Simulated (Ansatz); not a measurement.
TiC, response to strain

Start from TiC in the rock salt structure (space group Fm-3m, No. 225; a = 4.328 Å; relaxed with 0.1 eV smearing).

Strains are applied to the cell and any free atomic positions relax.

Method: r2SCAN (Ansatz, an electronic-structure program; PAW; 500 eV plane waves; no SOC).

Notes on the quantities. energy relative to the base: free energy F.

```json
[
 {"variant": "base", "pressure": "0.0 GPa", "energy relative to the base": "0 meV/atom", "volume per atom": "10.13 Å³"},
 {"variant": "isotropic strain −3.00 %", "pressure": "28.7 GPa", "energy relative to the base": "?", "volume per atom": "9.25 Å³"},
 {"variant": "isotropic strain −2.50 %", "pressure": "23.2 GPa", "energy relative to the base": "+50 meV/atom", "volume per atom": "9.39 Å³"},
 {"variant": "isotropic strain −2.00 %", "pressure": "17.9 GPa", "energy relative to the base": "+32 meV/atom", "volume per atom": "9.54 Å³"},
 {"variant": "isotropic strain −1.50 %", "pressure": "13.0 GPa", "energy relative to the base": "+18 meV/atom", "volume per atom": "9.68 Å³"},
 {"variant": "isotropic strain −1.00 %", "pressure": "?", "energy relative to the base": "+7.7 meV/atom", "volume per atom": "9.83 Å³"},
 {"variant": "isotropic strain −0.50 %", "pressure": "?", "energy relative to the base": "?", "volume per atom": "9.98 Å³"}
]
```

Task: Some entries are withheld; estimate them.

Result: 
- isotropic strain −3.00 %, energy relative to the base: +74 meV/atom
- isotropic strain −1.00 %, pressure: 8.4 GPa
- isotropic strain −0.50 %, pressure: 4.1 GPa
- isotropic strain −0.50 %, energy relative to the base: +1.9 meV/atom

Whether these cells are dynamically stable was not tested. The final runs are not spin-polarised.
